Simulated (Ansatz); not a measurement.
## MnSi: point defects

Base system: an 8-atom supercell of MnSi (space group P2_13, No. 198; ferromagnetic) at its relaxed geometry.

```
MnSi
1.0
    4.47038     0.00000     0.00000
    0.00000     4.47038     0.00000
    0.00000     0.00000     4.47038
Mn Si
4 4
Cartesian
  0.61279   0.61279   0.61279
  2.84798   1.62240   3.85759
  3.85759   2.84798   1.62240
  1.62240   3.85759   2.84798
  3.77913   3.77913   3.77913
  1.54393   2.92645   0.69126
  0.69126   1.54393   2.92645
  2.92645   0.69126   1.54393
```

One neutral defect a cell, atoms relaxed at fixed cell.

Computed with PBEsol (Ansatz, a program for electronic structure, PAW, no SOC).

```tsv
case	pressure	largest displacement of a host atom from its site in the perfect cell
perfect supercell	0.0 GPa	–
Mn vacancy, symmetric start	-9.2 GPa	0.21 Å
Mg on a Si site	13.3 GPa	0.16 Å
Hg on a Mn site	29.5 GPa	0.22 Å
Si vacancy	-5.2 GPa	0.12 Å
```

The magnetic state is the one reached from the starting moments; the real material's order can differ, and small cells can't hold many antiferromagnetic ones. The cell is small, so the values are those of an ordered compound at a high defect concentration; dilute-limit values will differ. Defects with a symmetric start kept the site's symmetry and may sit on a saddle; the others started slightly shaken.
